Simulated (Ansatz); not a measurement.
Given:

```
CELL_PARAMETERS angstrom
      0.00000     3.05203     3.05203
      3.05203     0.00000     3.05203
      3.05203     3.05203     0.00000
ATOMIC_POSITIONS crystal
  Pb 0.00000 0.00000 0.00000
  Se 0.50000 0.50000 0.50000
```

Level of theory: r2SCAN with spin-orbit coupling, rigid bands (plane waves, PAW; Ansatz, a quantum-chemistry and plane-wave program). Condition of this run: hydrostatic pressure 2 GPa (the target of the relaxation). Cell: cell and atoms relaxed with r2SCAN, then loaded as said.

Is this a good metal at this level?

No. No gap is resolved, and few carriers conduct, as in a semimetal or a zero-gap semiconductor. N(E_F) = 0.00173 states/eV a cell at 300 K and the Drude plasma energy along the best axis is 0.137 eV, several times under that of a simple or noble metal.
